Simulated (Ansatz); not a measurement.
Ansatz (an electronic-structure program) run on KLuS₂ (P1, 4 atoms in the cell): self-consistent single point.

Computed with PBEsol, default PAW files made with PBE (plane waves; Ansatz).

```
CELL_PARAMETERS angstrom
      1.97450     1.13998     7.29033
     -1.97450     1.13998     7.29033
      0.00000    -2.27996     7.29033
ATOMIC_POSITIONS crystal
  Lu 0.49853 0.50426 0.50089
  K  0.99845 0.00218 0.99624
  S  0.23531 0.22828 0.23365
  S  0.76772 0.76528 0.76921
```

Reference input (self-consistent single point, DFT, PBEsol, plane waves, default PAW files made with PBE): basis.ecutwfc = 420 eV; kpoints.mp_grid.grid = 7 7 7; hamiltonian.xc = pbesol; hamiltonian.pseudopotentials = {kind: paw} (the program's default PAW files); scf.occupations.method = cold; scf.occupations.width = 0.272 eV. This run's input differs from it in these lines:

Ansatz 0.2 input:
```diff
@@ -13,3 +13,3 @@
 kpoints:
-  mp_grid: { grid: [7, 7, 7] }
+  mp_grid: { grid: [4, 4, 4] }
 hamiltonian:
```

Output (repeated stretches shortened):

```
SCF iter   1: F=—  HF=-17904.812275 eV  |F-HF|=—  |Δ(HF+E_count)|=         —  Δρ=4.24e-3  dr2=3.06e-2  ethr=1.77e-3  ⟨swp⟩=6.4  Hψ=4967  notcnv=0
all-band conjugate gradients solve this SCF's bands
preconditioner: auto → Resta (q_TF=auto, 2.403 Å⁻¹)
SCF iter   2: F=—  HF=-17904.803318 eV  |F-HF|=—  |Δ(HF+E_count)|=   8.96e-3  S|Δr|=   2.05e-7  Δρ=1.81e-3  dr2=5.09e-3  ethr=6.65e-5  ⟨swp⟩=2.0  Hψ=2208  notcnv=0  defer=6
   [... lines left out ...]
SCF iter   6: F=—  HF=-17904.802396 eV  |F-HF|=—  |Δ(HF+E_count)|=   1.41e-5  S|Δr|=   1.15e-9  Δρ=4.42e-5  dr2=2.31e-6  ethr=3.60e-8  ⟨swp⟩=2.0  Hψ=1721  notcnv=0  defer=6
SCF iter   7: F=—  HF=-17904.802399 eV  |F-HF|=—  |Δ(HF+E_count)|=   2.85e-6  S|Δr|=  5.59e-10  Δρ=1.25e-5  dr2=2.68e-7  ethr=5.03e-9  ⟨swp⟩=2.0  Hψ=1690  notcnv=0  defer=6
SCF iter   8: F=-17904.802399 eV  HF=-17904.802399 eV  |F-HF|=1.01e-9  |Δ(HF+E_count)|=   2.84e-7  S|Δr|=  1.65e-10  Δρ=3.16e-6  dr2=1.74e-8  ethr=2.17e-10  ⟨swp⟩=12.5  Hψ=7660  notcnv=0
SCF 1 converged in 8 iterations: F = -17904.802399 eV  dr2 = 1.74e-8
Stability not checked (fill_not_monotonic)
Free energy (F): -17904.802399 eV
F+E_penalty+E_count: -17904.802399 eV  (lagrangian_ev)
Internal energy: -17904.802399 eV  (E = F + TS)
E sigma→0 (E₀):  -17904.802399 eV
Fermi energy:    8.272129 eV
--- Forces (eV/Å), atoms counted from 1 ---
  atom   1  Lu     0.08864417    -0.02661389    -0.38124569
  atom   2  K      0.01971314    -0.01769969     0.12910051
  atom   3  S     -0.08602491     0.02084932     0.15578870
  atom   4  S     -0.02233299     0.02346500     0.09635627
--- Stress (GPa, compression-positive) ---
       -1.139919      -0.048297      -0.108160
       -0.048297      -1.148483      -0.006036
       -0.108160      -0.006036      -1.032127
  P = ⅓ Tr σ = -1.1068 GPa (-11.068 kbar)
  The stress holds the Pulay correction. Without it, at fixed plane waves, as pw.x and ABINIT print it: P = -1.1257 GPa
```

The run converged in 8 iterations. Against the reference run the free energy rises by 6.5 meV/atom, the pressure goes from -1.21 to -1.11 GPa, the largest force stays at 0.392 eV/Å and the gap on the mesh goes from 2.230 to 2.173 eV.

The starting cell comes from a database of published, mostly measured structures (it also holds non-ambient and calculated ones), without a prior relaxation at this level. Its atoms were displaced at random from the sites of space group no. 166. Spin-orbit coupling is off. Ansatz's pressure includes its estimate of the finite-basis (Pulay) stress.
